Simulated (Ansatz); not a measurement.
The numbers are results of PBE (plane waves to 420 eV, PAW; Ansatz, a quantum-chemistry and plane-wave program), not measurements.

Planar average of the electrostatic potential across the slab, in eV from the highest filled level, for a constructed model of the (111)A surface of 3C silicon carbide, Si-terminated, (√3x√3)R30° In adatom at T4 (bottom of the slab: 3 H on 3 bottom sites):

(z (Å), V (eV)): (3.72, 3.88); (4.01, 3.88); (4.30, 3.88); (4.58, 3.88); (4.87, 3.88); (5.16, 3.88); (5.44, 3.88); (5.73, 3.88); (6.02, 3.88); (6.30, 3.87); (6.59, 3.86); (6.88, 3.82); (7.16, 3.72); (7.45, 3.47); (7.73, 2.84); (8.02, 1.02); (8.31, 0.96); (8.59, 0.73); (8.88, -4.39); (9.17, -10.93); (9.45, -14.89); (9.74, -14.60); (10.03, -12.37); (10.31, -7.95); (10.60, -2.32); (10.89, 0.51); (11.17, -0.43); (11.46, -5.92); (11.74, -12.34); (12.03, -15.50); (12.32, -14.57); (12.60, -11.91); (12.89, -6.95); (13.18, -1.51); (13.46, 0.68); (13.75, -1.07); (14.04, -7.05); (14.32, -13.27); (14.61, -15.60); (14.90, -14.18); (15.18, -11.14); (15.47, -5.80); (15.76, -0.76); (16.04, 0.79); (16.33, -1.87); (16.61, -8.19); (16.90, -14.06); (17.19, -15.61); (17.47, -13.73); (17.76, -10.17); (18.05, -4.64); (18.33, -0.20); (18.62, 1.14); (18.91, 0.50); (19.19, -0.45); (19.48, -0.83); (19.77, -0.42); (20.05, 0.88); (20.34, 2.55); (20.62, 3.55); (20.91, 3.98); (21.20, 4.18); (21.48, 4.27); (21.77, 4.32); (22.06, 4.34); (22.34, 4.35); (22.63, 4.36); (22.92, 4.36); (23.20, 4.36); (23.49, 4.36); (23.78, 4.36)

Model: 28-atom slab, 11.3 Å thick at the start with caps and adatoms (thin: gaps and levels are the slab's own), 6x6x1 mesh, Fermi-Dirac 0.025 eV, dipole correction, 6 atoms held, the rest relaxed; held to the start's symmetry, so lower structures may exist; no spin, no spin-orbit, no U. In PBE it is, or lies within 0.01 eV a 1x1 cell of, the lowest of the 2 structures of its composition computed so far; subsurface sites and larger cells were not tried.

Task: The surface cell has an area of 24.92 Å². What dipole along the normal does the step between the two vacuum levels imply?

Result: the top vacuum level lies 0.48 eV above the bottom one; p = −ε₀ A ΔV (ε₀ = 0.005526 e/(V·Å)) gives -0.07 e·Å a cell.
